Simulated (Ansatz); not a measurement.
Functionals compared on a constructed model of the (0001) surface of hcp Hf, a pseudomorphic layer of Mo in the host's stacking (bottom of the slab: a bare face, its two planes held), in Ansatz (plane waves, PAW). The structure was relaxed with PBE; the other rows are single points on it. Cutoff 420 eV (500 eV for r2SCAN).

Model: 7-atom slab, 15.5 Å thick at the start, 13x13x1 mesh, Fermi-Dirac 0.1 eV, dipole correction, 2 atoms held, the rest relaxed; symmetry of the start imposed; no spin, no spin-orbit, no U. It is one candidate, not shown to be the stable structure of the face. These notes are the PBE run's.

```csv
functional,work function of the top face (eV),rough cost of the single point
PBE,4.20,–
RPBE,4.06,about 60 core-seconds (a rough figure)
r2SCAN,…,about 120 core-seconds (a rough figure)
```

Problem. What belongs in the gaps?

Solution. 
- r2SCAN, work function of the top face (eV): 4.23

Ansatz is an electronic-structure program.
